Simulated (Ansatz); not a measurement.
A constructed model of the (0001) surface of hcp Ru, a layer of Sc in place of the third plane (bottom of the slab: a bare face, its two planes held)

The numbers are results of PBE (plane waves to 420 eV, PAW; Ansatz, a program for electronic structure), not measurements.

Slab: 6 atoms, 11.0 Å thick at the start with caps and adatoms (thin: gaps and levels are the slab's own); k 16x16x1, smearing 0.1 eV, dipole-corrected; 2 atoms held, the rest relaxed; held to the start's symmetry, so lower structures may exist; no spin, no spin-orbit, no U. In PBE it lies 0.17 eV a 1x1 cell over the lowest computed structure of the same composition (a layer of Sc in place of the second plane).

```
Item                                             Value
-----------------------------  -----------------------
work function of the top face                  4.78 eV
energy released by relaxation                  0.14 eV
cost                           roughly 80 core-seconds
```
